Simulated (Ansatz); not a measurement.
Carrier properties of Si (P6_3/mmc)

Input:

```
CELL_PARAMETERS angstrom
      3.85630     0.00000     0.00000
     -1.92815     3.33966     0.00000
      0.00000     0.00000     6.30511
ATOMIC_POSITIONS crystal
  Si 0.33333 0.66667 0.99974
  Si 0.66667 0.33333 0.49974
  Si 0.33333 0.66667 0.37526
  Si 0.66667 0.33333 0.87526
```

Method: r2SCAN with spin-orbit coupling, rigid bands (plane waves, PAW; Ansatz, a program for electronic structure). Condition of this run: biaxial stress in the c plane of -1.8 GPa (compression positive) (the target of the relaxation). Cell: cell and atoms relaxed with PBEsol, then loaded as said.

The band gap comes out as 0.57 eV, the electron conductivity mass (300 K, dilute) comes out as 0.20 (x), 0.20 (y), 1.10 (z) mₑ and the hole conductivity mass (300 K, dilute) comes out as 0.39 (x), 0.39 (y), 0.55 (z) mₑ. The effective density of states N_c (300 K) is 2.8e19 cm⁻³. The effective density of states N_v (300 K) is 8.0e18 cm⁻³ and the density-of-states mass, electrons is 1.09 mₑ. The density-of-states mass, holes is 0.47 mₑ and the Seebeck coefficient, n-type 1e19 cm⁻³, 300 K is -304 μV/K. The Seebeck coefficient, p-type 1e19 cm⁻³, 300 K comes out as 240 μV/K and the best p-type power factor at 300 K for τ = 10 fs (best axis; densities from 1e16 to 1e21 cm⁻³ tried, whether or not they can be reached) is 5.6 μW/(cm·K²) at 3e19 cm⁻³.

Rigid bands; masses and Seebeck coefficients take one relaxation time τ for all states and one kind of carrier; polarons and phonon drag are left out. Geometry: cell and atoms relaxed with PBEsol.
